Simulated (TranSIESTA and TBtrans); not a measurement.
**Na chain with one Ti atom in place of Na**

Junction: Na chain with one Ti atom in place of Na. Leads: straight Na chain, spacing 3.3 Å. Geometry: 3 atoms about the centre moved by SIESTA (PBE, DZP) to a largest force of 0.04 eV/Å, all others as built, motion along the axis alone.

Computed with TranSIESTA and TBtrans, PBE, DZP numerical orbitals (energy shift 0.15 eV), PseudoDojo norm-conserving scalar-relativistic potentials, mesh cutoff 200 Ry, 300 K, spin-polarised (collinear), no spin-orbit coupling; self-consistent non-equilibrium Green functions.

```
Property                                                       Result
-------------------------------------------------------------  ------
Conductance at 300 K (G0 = 2e²/h)                                0.90
Mean T from −0.5 to 0.5 eV                                       0.85
Spin polarisation of the conductance, (up − down)/(up + down)   -0.06
```

Energies count from the leads' Fermi level. Transmissions are for each spin. The energy step is 0.01 eV; narrower resonances are cut or missed.

| E (eV) | T up | T down | lead channels up | down |
|---|---|---|---|---|
| -2.00 | 0 | 0 | 0 | 0 |
| -1.90 | 0 | 0 | 0 | 0 |
| -1.80 | 0 | 0 | 0 | 0 |
| -1.70 | 0 | 0 | 0 | 0 |
| -1.60 | 0 | 0 | 0 | 0 |
| -1.50 | 0 | 0 | 0 | 0 |
| -1.40 | 0 | 0 | 0 | 0 |
| -1.30 | 0 | 0 | 0 | 0 |
| -1.20 | 0 | 0 | 0 | 0 |
| -1.10 | 0 | 0 | 0 | 0 |
| -1.00 | 0 | 0 | 0 | 0 |
| -0.90 | 0 | 0 | 0 | 0 |
| -0.80 | 0.73 | 0.73 | 1 | 1 |
| -0.70 | 0.80 | 0.83 | 1 | 1 |
| -0.60 | 0.89 | 0.81 | 1 | 1 |
| -0.50 | 0.94 | 0.79 | 1 | 1 |
| -0.40 | 0.94 | 0.80 | 1 | 1 |
| -0.30 | 0.93 | 0.83 | 1 | 1 |
| -0.20 | 0.90 | 0.88 | 1 | 1 |
| -0.10 | 0.87 | 0.92 | 1 | 1 |
| 0.00 | 0.85 | 0.95 | 1 | 1 |
| 0.10 | 0.82 | 0.98 | 1 | 1 |
| 0.20 | 0.79 | 0.99 | 1 | 1 |
| 0.30 | 0.63 | 0.99 | 1 | 1 |
| 0.40 | 0.11 | 0.99 | 1 | 1 |
| 0.50 | 0.87 | 0.99 | 1 | 1 |
| 0.60 | 0.93 | 0.99 | 1 | 1 |
| 0.70 | 0.92 | 0.98 | 1 | 1 |
| 0.80 | 0.91 | 0.98 | 1 | 1 |
| 0.90 | 0.89 | 0.97 | 1 | 1 |
| 1.00 | 0.87 | 0.96 | 1 | 1 |
| 1.10 | 0.86 | 0.92 | 1 | 1 |
| 1.20 | 0.86 | 0.79 | 1 | 1 |
| 1.30 | 0.86 | 0.12 | 1 | 1 |
| 1.40 | 0.86 | 0.42 | 1 | 1 |
| 1.50 | 0.87 | 0.73 | 1 | 1 |
| 1.60 | 0.87 | 0.82 | 1 | 1 |
| 1.70 | 0.88 | 0.86 | 1 | 1 |
| 1.80 | 0.88 | 0.90 | 1 | 1 |
| 1.90 | 1.75 | 0.97 | 3 | 3 |
| 2.00 | 1.83 | 1.09 | 3 | 3 |

Moments were seeded on the central atoms alone, and one start was tried. The straight chain is held at its spacing; free chains may zigzag or dimerise.
